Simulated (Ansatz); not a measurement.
A calculation on AlB2-type HfB₂ returned lattice constant a 3.134 Å, lattice parameter c 3.477 Å.

For reference: lattice constant a 3.14 Å (measured, temperature not stated, copied from a table, unchecked, not corrected to a static lattice; as tabulated in Journal of Nuclear Materials 21, 14 (1967)); lattice parameter c 3.48 Å (measured, temperature not stated, copied from a table, unchecked, not corrected to a static lattice; as tabulated in Journal of Nuclear Materials 21, 14 (1967)).

Q: Which level of theory produced these numbers?
A. BLYP (Ansatz, a quantum-chemistry and plane-wave program)
B. PBE0 (Ansatz)
C. LDA (Ansatz)
D. Hartree–Fock (Ansatz)

A: B, PBE0 (Ansatz)

The others give: LDA 3.103 Å, 3.421 Å; Hartree–Fock 3.175 Å, 3.577 Å; BLYP 3.158 Å, 3.554 Å.

Unless a cell is named, each level is at its own relaxed cell (BLYP 10.23, Hartree–Fock 10.41, LDA 9.51, PBE0 9.86 Å³/atom).

Ansatz's density-functional and Hartree–Fock values are scalar-relativistic unless marked +SOC, with PAW data made under PBE.
